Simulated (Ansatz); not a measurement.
The starting structures come from a database of crystals and need not be the phases stable at ambient conditions.

# Evanescent states of SrMg$_{2}$FeH$_{8}$ (P-3m1, not sure to be the ambient phase, 12 atoms a cell, 9.4 Å³ an atom) along the normal of (111)

Method: PBEsol (plane waves, PAW; Ansatz, a first-principles code).

The gap is the functional's own. No spin-orbit coupling. Mid-gap values are interpolated on the energy grid.

Energies count from the valence-band top; κ is the least over a 6×6 mesh across the current.

```tsv
E (eV)	κ (1/Å)	where
0.04	0.202	off Γ
0.14	0.297	off Γ
0.23	0.312	off Γ
0.32	0.326	off Γ
0.41	0.339	off Γ
0.49	0.355	off Γ
0.58	0.359	off Γ
0.68	0.359	off Γ
0.77	0.359	off Γ
0.85	0.355	off Γ
0.94	0.338	off Γ
1.03	0.312	off Γ
1.12	0.284	off Γ
1.22	0.255	off Γ
1.30	0.223	off Γ
1.40	0.185	off Γ
1.49	0.138	off Γ
1.57	0.060	off Γ
```

How thick must the barrier be to attenuate the transmission by 10^6 when the electrodes' Fermi level lies at 0.14 eV, and what attenuation does that film give at 0.68 eV?

d = 6 ln 10 / (2 × 0.297) = 23.3 Å. At 0.68 eV it gives 6 × 0.359/0.297 = 7.3 decades.
